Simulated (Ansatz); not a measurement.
We consider SrScHO₂ (model structure, started from the SrVO2H type, P4/mmm, No. 123, 5 atoms in the cell), described by r²SCAN+SOC in Ansatz (plane waves, PAW).

Numerical settings: plane-wave cutoff 560 eV, 8×8×10 k mesh (along the axes of the cell as run), Fermi–Dirac smearing 0.01 eV, PAW data made under PBE.

Cell (relaxed with PBEsol):

```
ScSrHO2
1.0
    4.08710     0.00000     0.00000
    0.00000     4.08710     0.00000
    0.00000     0.00000     3.81716
Sr Sc O H
1 1 2 1
Direct
  0.50000   0.50000   0.50000
  0.00000   0.00000   0.00000
  0.50000   0.00000   0.00000
  0.00000   0.50000   0.00000
  0.00000   0.00000   0.50000
```

**Question.** Predict the band gap, smallest direct gap on the k points sampled and direct gap at Γ.

**Answer.** 
band gap: 2.89 eV (indirect)
smallest direct gap on the k points sampled: 3.31 eV
direct gap at Γ: 4.69 eV

Note: the relaxation could raise the start's symmetry but not lower it, so the cell can be a saddle point; cell and atoms aren't relaxed at this level (pressure 2.2 GPa).

A model structure was made by putting elements into a prototype or built by hand; it is no filed structure, need not be a known phase, and can be a saddle point held by its symmetry.

Ansatz is a first-principles code.
